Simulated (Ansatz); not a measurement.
Response to strain in Ga2O3

Base system: Ga2O3 in the corundum structure (space group R-3c, No. 167; a = 4.9499 Å, c = 13.3058 Å (hexagonal axes)). Axes: x lies along a and z along c of the hexagonal cell.

Strains are applied to the cell and any free atomic positions relax.

Level of theory: LDA/PAW in Ansatz (a quantum-chemistry and plane-wave program), without spin-orbit coupling.

Candidates:
(a) uniaxial strain ε_zz = +2.25 %
(b) uniaxial strain ε_zz = +1.50 %
(c) uniaxial strain ε_zz = +0.75 %
(d) uniaxial strain ε_zz = +3.00 %

For the base:

The band gap comes out as 3.04 eV.

### Question
Order them by band gap, highest first.

### Answer
(c) uniaxial strain ε_zz = +0.75 % (2.97 eV), (b) uniaxial strain ε_zz = +1.50 % (2.89 eV), (a) uniaxial strain ε_zz = +2.25 % (2.81 eV), (d) uniaxial strain ε_zz = +3.00 % (2.72 eV)

Stability against distortions was not tested.
